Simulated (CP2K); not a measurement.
## Worked example: self-consistent single point of Rb (Im-3m, 1 atom in the cell) in CP2K

Computed with LDA (Pade form), GPW, DZVP-MOLOPT-SR-GTH basis, GTH-PADE potentials (GTH_POTENTIALS) in CP2K.

The input file:

```
&GLOBAL
  PROJECT scf
  RUN_TYPE ENERGY_FORCE
  PRINT_LEVEL LOW
&END GLOBAL
&FORCE_EVAL
  METHOD Quickstep
  STRESS_TENSOR ANALYTICAL
  &DFT
    BASIS_SET_FILE_NAME BASIS_MOLOPT
    POTENTIAL_FILE_NAME GTH_POTENTIALS
    &QS
      METHOD GPW
      EPS_DEFAULT 1E-11
    &END QS
    &MGRID
      CUTOFF 500
      REL_CUTOFF 50
      NGRIDS 5
    &END MGRID
    &SCF
      SCF_GUESS ATOMIC
      EPS_SCF 1E-6
      MAX_SCF 100
      ADDED_MOS 4
      &DIAGONALIZATION
        ALGORITHM STANDARD
      &END DIAGONALIZATION
      &MIXING
        METHOD BROYDEN_MIXING
        ALPHA 0.2
        NBUFFER 8
      &END MIXING
      &SMEAR ON
        METHOD FERMI_DIRAC
        ELECTRONIC_TEMPERATURE [K] 1160.45
      &END SMEAR
    &END SCF
    &KPOINTS
      SCHEME MONKHORST-PACK 4 4 4
      GAMMA_CENTERED T
    &END KPOINTS
    &XC
      &XC_FUNCTIONAL PADE
      &END XC_FUNCTIONAL
    &END XC
    &PRINT
      &MO
        EIGENVALUES T
        OCCUPATION_NUMBERS T
        NDIGITS 8
        FILENAME mo
        &EACH
          QS_SCF 0
        &END EACH
        ADD_LAST NUMERIC
      &END MO
      &MULLIKEN OFF
      &END MULLIKEN
    &END PRINT
  &END DFT
  &SUBSYS
    &CELL
      A 4.90772300 0.00000000 0.00000000
      B -1.63590800 4.62704500 0.00000000
      C -1.63590800 -2.31352300 4.00713900
      PERIODIC XYZ
    &END CELL
    &COORD
      Rb       0.00000000     0.00000000     0.00000000
    &END COORD
    &KIND Rb
      BASIS_SET DZVP-MOLOPT-SR-GTH-q9
      POTENTIAL GTH-PADE-q9
    &END KIND
  &END SUBSYS
  &PRINT
    &FORCES ON
    &END FORCES
    &STRESS_TENSOR ON
    &END STRESS_TENSOR
  &END PRINT
&END FORCE_EVAL
```

Output, abridged:

```
 GLOBAL| Method name                                                        CP2K
 GLOBAL| Project name                                                        scf
 GLOBAL| Run type                                                   ENERGY_FORCE

 TOTAL NUMBERS AND MAXIMUM NUMBERS

  Total number of            - Atomic kinds:                                   1
                             - Atoms:                                          1
                             - Shell sets:                                     1
                             - Shells:                                         6
                             - Primitive Cartesian functions:                  7
                             - Cartesian basis functions:                     15
                             - Spherical basis functions:                     14

  Maximum angular momentum of- Orbital basis functions:                        2
                             - Local part of the GTH pseudopotential:          2
                             - Non-local part of the GTH pseudopotential:      3

 SCF PARAMETERS         Density guess:                                    ATOMIC
                        max_scf:                                             100
                        max_diis:                                              4
                        eps_scf:                                        1.00E-06
                        eps_diis:                                       1.00E-01
                        eps_eigval:                                     1.00E-05
                        level_shift [a.u.]:                             0.000000
                        added MOs                                         4    0
                        Mixing method:                            BROYDEN_MIXING
                                                charge density mixing in g-space
                        Smear method:                                FERMI_DIRAC
                        Electronic temperature [K]:                       1160.5
                        Electronic temperature [a.u.]:                  3.67E-03
                        Accuracy threshold:                             1.00E-10
                        No outer SCF

 Extrapolation method: initial_guess

 Number of electrons:                                                          9
 Number of occupied orbitals:                                                  5
 Number of molecular orbitals:                                                 9

 Number of orbital functions:                                                 14
 Number of independent orbital functions:                                     14

 SCF WAVEFUNCTION OPTIMIZATION

  Step     Update method      Time    Convergence         Total energy    Change
     1 NoMix/Diag. 0.20E+00      -     2.03818873       -24.1277044993 -2.41E+01
     2 Broy./Diag. 0.20E+00      -     0.00401392       -24.1966897671 -6.90E-02
     3 Broy./Diag. 0.20E+00      -     0.01694074       -24.1295318657  6.72E-02
     4 Broy./Diag. 0.20E+00      -     0.00098549       -24.1104915463  1.90E-02
     5 Broy./Diag. 0.20E+00      -     0.00046823       -24.1156510378 -5.16E-03
     6 Broy./Diag. 0.20E+00      -     0.00000569       -24.1164313742 -7.80E-04
     7 Broy./Diag. 0.20E+00      -     0.00001151       -24.1166626060 -2.31E-04
     8 Broy./Diag. 0.20E+00      -     0.00000008       -24.1166692956 -6.69E-06

  *** SCF run converged in     8 steps ***

  Electronic density on regular grids:         -9.0000000000        0.0000000000
  Core density on regular grids:                8.9999999999       -0.0000000001
  Total charge density on r-space grids:       -0.0000000001
  Total charge density g-space grids:          -0.0000000001

  Overlap energy of the core charge distribution:               0.00000000000000
  Self energy of the core charge distribution:                -46.63199619119211
  Core Hamiltonian energy:                                     10.17990131421768
  Hartree energy:                                              15.95042884725130
  Exchange-correlation energy:                                 -3.61284275547455
  Electronic entropic energy:                                  -0.00216051000688
  Fermi energy:                                                 0.04276918722456

  Total energy:                                               -24.11666929555232
  Total energy (extrapolated to T->0):                        -24.11558904054889

 ENERGY| Total FORCE_EVAL ( QS ) energy [hartree]            -24.116656503191646

 FORCES| Atomic forces [hartree/bohr]
 FORCES|   Atom     x               y               z               |f|
 FORCES|      1  7.15834390E-15  3.40478211E-15 -7.07846914E-15   1.06272835E-14
 FORCES| Sum     7.15834390E-15  3.40478211E-15 -7.07846914E-15
 FORCES| Total atomic force                                       1.06272835E-14

 STRESS| Analytical stress tensor [bar]
 STRESS|                        x                   y                   z
 STRESS|      x       -2.79164287006E+03  -9.95794876488E-04  -2.15495136793E-03
 STRESS|      y       -9.95794876488E-04  -2.79164477596E+03  -2.90118171253E-03
 STRESS|      z       -2.15495136793E-03  -2.90118171253E-03  -2.79164632900E+03
 STRESS| 1/3 Trace                                            -2.79164465834E+03
```

The run converged in 8 iterations.

The starting cell has typed, rounded lattice constants, without a prior relaxation at this level. Its lattice was rescaled by up to half a per cent. Values carry the incompleteness of an atom-centred basis.
